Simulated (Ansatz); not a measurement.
**TaSi2 (P6₄22, No. 181)**

These are PBEsol in Ansatz (PAW) values and carry that method's errors.

Numerical settings: plane-wave cutoff 520 eV, 12×12×8 k mesh (along the axes of the cell as run), Fermi–Dirac smearing 0.05 eV, scalar-relativistic PAW data made under PBE.

Cell: relaxed at this level.

| Property | Result |
|---|---|
| band gap | zero (no gap) |
| equilibrium lattice constant a | 4.763 Å |
| lattice parameter c | 6.554 Å |

Spin–orbit coupling is not included; it can open a gap where bands touch, and shift volumes and moduli.

Static lattice: no zero-point or thermal effects.

Ansatz is an electronic-structure program.
